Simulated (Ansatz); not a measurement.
For AlB2-type ZrB₂, r²SCAN+rVV10 in Ansatz (plane waves, PAW) gives:

| Property | Value |
|---|---|
| equilibrium lattice constant a | 3.164 Å |
| c axis length | 3.544 Å |

**Question.** What does LC-ωPBE in Ansatz (plane waves, PAW) give for the same quantities?

**Answer.** 
- lattice constant a: 3.145 Å (drops by 0.6 %)
- lattice parameter c: 3.496 Å (decreases by 1.4 %)

For comparison: lattice constant a 3.17 Å (measured, room temperature, no zero-point or thermal correction; as tabulated in Zhang et al. (2020), arXiv:1911.03307); lattice parameter c 3.532 Å (measured, room temperature, not corrected to a static lattice; as tabulated in Zhang et al. (2020), arXiv:1911.03307).

Changes are worked out from the printed values.

Unless a cell is named, each level is at its own relaxed cell (r²SCAN+rVV10 10.24, LC-ωPBE 9.98 Å³/atom).

Ansatz's density-functional and Hartree–Fock values are scalar-relativistic unless marked +SOC, with PAW data made under PBE.

Ansatz is an electronic-structure program.
